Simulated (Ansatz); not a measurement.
The starting structures come from a database of crystals and need not be the phases stable at ambient conditions.

Given:

```
CaZrS3
1.0
    6.58770     0.00000     0.00000
    0.00000     7.08233     0.00000
    0.00000     0.00000     9.66205
Ca Zr S
4 4 12
Direct
  0.96661   0.90722   0.25000
  0.03339   0.09278   0.75000
  0.46661   0.59278   0.75000
  0.53339   0.40722   0.25000
  0.50000   0.00000   0.00000
  0.00000   0.50000   0.00000
  0.00000   0.50000   0.50000
  0.50000   0.00000   0.50000
  0.18338   0.80943   0.56411
  0.81662   0.19057   0.43589
  0.68338   0.69057   0.43589
  0.31662   0.30943   0.56411
  0.31662   0.30943   0.93589
  0.68338   0.69057   0.06411
  0.81662   0.19057   0.06411
  0.18338   0.80943   0.93589
  0.37458   0.03449   0.25000
  0.62542   0.96551   0.75000
  0.87458   0.46551   0.75000
  0.12542   0.53449   0.25000
```

Space group of this cell: Pnma. The cell is taken as given; by PBEsol its mean pressure is -3.5 GPa.

Transport runs along the normal of the first two printed cell vectors.

The gap is the functional's own, uncorrected, and κ follows it; spin-orbit coupling is left out. Mid-gap values are interpolated between the computed energies.

**Question.** Predict the band gap and the smallest decay constant κ at mid-gap from Ansatz (a program for electronic structure) with PBEsol.

**Answer.** Gap 1.17 eV on a 6×4×4 mesh; κ = 0.146 1/Å, at the zone centre.
